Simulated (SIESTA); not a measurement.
A self-consistent single point of SnTe (I4mm, 2 atoms in the cell) with SIESTA.

Method: GGA PBEsol, numerical atomic orbitals DZP, PseudoDojo PBEsol standard norm-conserving potentials (rewritten from UPF to PSML) (SIESTA).

```
CELL_PARAMETERS angstrom
      0.00000     3.14420     3.14420
      3.14420     0.00000     3.14420
      3.14420     3.14420     0.00000
ATOMIC_POSITIONS crystal
  Sn 0.00795 0.00795 0.99205
  Te 0.50000 0.50000 0.50000
```

Reference input (self-consistent single point, DFT, GGA PBEsol, numerical atomic orbitals DZP, PseudoDojo PBEsol standard norm-conserving potentials (rewritten from UPF to PSML)): XC.functional = GGA; XC.authors = PBEsol; potentials = PseudoDojo PBEsol standard; PAO.BasisSize = DZP; PAO.EnergyShift = 0.005 Ry; MeshCutoff = 350 Ry; kgrid.MonkhorstPack = 6 6 6; OccupationFunction = FD; ElectronicTemperature = 10 meV; MaxSCFIterations = 150; SCF.Mixer.Method = Broyden; SCF.Mixer.Weight = 0.1. This run's input differs from it in these lines:

```diff
@@ -28,5 +28,5 @@
 %block kgrid.MonkhorstPack
-    6   0   0  0.0
-    0   6   0  0.0
-    0   0   6  0.0
+   13   0   0  0.0
+    0  13   0  0.0
+    0   0  13  0.0
 %endblock kgrid.MonkhorstPack
```

Log, with long lists cut:

```
        iscf     Eharris(eV)        E_KS(eV)     FreeEng(eV)     dDmax    Ef(eV) dHmax(eV)
   scf:    1    -4986.295146    -4986.276682    -4986.276682  0.582074 -3.402481  2.404499
   scf:    2    -4986.325839    -4986.301682    -4986.301682  0.021581 -3.426096  2.036376
   scf:    3    -4986.398011    -4986.361310    -4986.361310  0.118172 -3.561849  0.529404
   scf:    4    -4986.366806    -4986.364283    -4986.364283  0.008390 -3.579480  0.275004
   scf:    5    -4986.365744    -4986.365281    -4986.365281  0.006736 -3.594202  0.014396
   scf:    6    -4986.365297    -4986.365289    -4986.365289  0.000271 -3.597603  0.011033
   scf:    7    -4986.365305    -4986.365298    -4986.365298  0.000599 -3.605586  0.002684
   scf:    8    -4986.365299    -4986.365299    -4986.365299  0.000146 -3.607574  0.001106
   scf:    9    -4986.365299    -4986.365299    -4986.365299  0.000019 -3.607750  0.000909
SCF Convergence by DM+H criterion
max |DM_out - DM_in|         :     0.0000194244
max |H_out - H_in|      (eV) :     0.0009090401
SCF cycle converged after 9 iterations

Using DM_out to compute the final energy and forces

siesta: E_KS(eV) =            -4986.3653

siesta: E_KS - E_eggbox =     -4986.3653

siesta: Atomic forces (eV/Ang):
     1    0.000002    0.000002   -0.048828
     2   -0.000002   -0.000002    0.049184
   Tot   -0.000000   -0.000000    0.000356
   Max    0.049184
   Res    0.028294    sqrt( Sum f_i^2 / 3N )
   Max    0.049184    constrained

Stress tensor Voigt[x,y,z,yz,xz,xy] (kbar):      -11.22      -11.22      -12.12       -0.20       -0.20       -0.20
(Free)E + p*V (eV/cell)    -4985.9182
Target enthalpy (eV/cell)    -4986.3653

siesta: Program's energy decomposition (eV):
siesta: FreeEng =     -4986.365299

   [... lines left out ...]
siesta: Cell volume =         62.167082 Ang**3
siesta:          11.52161689         10.21907855  kBar
   [... lines left out ...]
               5dxz    5dx2-y2
   2 15.930   1.604   0.143   1.091   1.088   1.091   0.176   0.177   0.176
              2.004   2.004   2.004   2.004   2.004   0.034   0.034   0.132

              0.034   0.132

mulliken: Qtot =       30.000

Mulliken Atomic Populations:
Atom #   charge [q] valence [e]  Species
     1    -0.069814   14.069814  Sn
     2     0.069814   15.930186  Te
 Total    -0.000000
```

The run converged in 9 iterations. Against the reference run the free energy is nearly the same (within 1 meV/atom), the pressure moves little (1.10 to 1.15 GPa), the largest force goes from 0.003 to 0.049 eV/Å and the gap on the mesh goes from 0.147 to 0.411 eV.

The starting cell has typed, rounded lattice constants, without a prior relaxation at this level. Its lattice was rescaled by up to half a per cent. One atom was moved a little off its site on purpose. Spin-orbit coupling is off. Values carry the incompleteness of an atom-centred basis. Another mesh or the band path of this cell gives a smaller gap, so this value is not converged in the mesh.

Cost on one core of a shared machine: roughly 60 s.
